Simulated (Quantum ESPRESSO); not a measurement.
Quantum ESPRESSO is run on WS2 (P6_3/mmc, 6 atoms in the cell), and the run fails. The aim is a self-consistent single point with DFT, LDA (PW92), plane waves, PseudoDojo standard norm-conserving (LDA) pseudopotentials.

Cell that was meant: a = 3.1642 Å, b = 3.1642 Å, c = 12.8965 Å, α = 90.00°, β = 90.00°, γ = 120.00°.

Part of the input:

```fortran
    A = 3.16415896
    C = 12.89651700
    nat = 6
    ntyp = 1
    ecutwfc = 70
    occupations = 'fixed'
    nbnd = 34
```

Output (repeated stretches shortened):

```
     This program is part of the open-source Quantum ESPRESSO suite
     for quantum simulation of materials; please cite

Warning: card S     32.0600  S.UPF ignored

 %%%%%%%%%%%%%%%%%%%%%%%%%%%%%%%%%%%%%%%%%%%%%%%%%%%%%%%%%%%%%%%%%%%%%%%%%%%%%%
     Error in routine read_cards (3):
     species S in ATOMIC_POSITIONS is nonexistent
 %%%%%%%%%%%%%%%%%%%%%%%%%%%%%%%%%%%%%%%%%%%%%%%%%%%%%%%%%%%%%%%%%%%%%%%%%%%%%%

     stopping ...
```

### Question
Read the log: what does the program object to, and what is the fix?

### Answer
The fault is a species count that does not match the list of species. The number of species decides how many lines of the species card are read. To fix it, make the count match the list. The program stopped before any SCF iteration.

An input that runs soundly differs in these lines (not the only fix; some lines may just follow from the change or write a value another way):
```diff
-    ntyp = 1
+    ntyp = 2
```

With that input, the run converged in 11 iterations: free energy E − TS -5341.1708 eV; top of the valence band (on the code's own zero) 10.54 eV; gap on the k-point mesh 1.14 eV; pressure -3.23 GPa; largest force (vector length) 0.023 eV/Å (DFT, LDA (PW92), plane waves, PseudoDojo standard norm-conserving (LDA) pseudopotentials).

On the sound input: the starting cell comes from a database of computed structures (which also holds hypothetical and non-ambient phases and stackings), without a prior relaxation at this level. Its lattice was rescaled by a random factor within 2.5 % of one. Spin-orbit coupling is off. With a pressure of about -3 GPa the cell is away from its equilibrium volume at this level.
